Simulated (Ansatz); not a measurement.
# What uniaxial strain ε_yy = −0.95 % does to hypothetical Fm-3m MoTe2

Base system: MoTe2 (space group Fm-3m, No. 225; a = 6.565 Å; a hypothetical phase, not in the database extracts checked; relaxed with 0.1 eV smearing). Axes: x, y, z lie along the cube axes.

Perturbation: the cell is compressed by 0.95 % along y with no lateral relaxation, atoms relaxed at fixed cell.

Computed with Kohn–Sham DFT with the PBEsol functional, run in Ansatz (a quantum-chemistry and plane-wave program) with PAW and 420 eV plane waves, no spin-orbit coupling, earlier PAW set. k-mesh 15×15×15 (Γ-centred); smearing 0.1 eV (Fermi–Dirac).

The volume per atom shrinks by 0.22 Å³, from 23.58 Å³ to 23.36 Å³ and the space group changes from Fm-3m (No. 225) to I4/mmm (No. 139). The shortest interatomic distance drops by 0.009 Å to 2.834 Å and the energy rises by 0.9 meV/atom. The pressure (mean of the normal stresses, compression positive) goes from zero to 1.0 GPa and the band gap remains zero. The stress (xx, yy, zz, yz, xz, xy; compression positive) comes out as (0.8, 1.3, 0.8, 0.0, 0.0, 0.0) GPa.

Final structure:

```xyz
3
Lattice="0.0000 3.2515 3.2826 3.2826 0.0000 3.2826 3.2826 3.2515 0.0000" Properties=species:S:1:pos:R:3 pbc="T T T"
Mo     0.0000     0.0000     0.0000
Te     1.6413     1.6257     1.6413
Te     4.9240     4.8772     4.9240
```

Stability against distortions was not tested. The final runs are not spin-polarised. MoTe2 has a high density of states at the Fermi level and may be magnetic at this level.
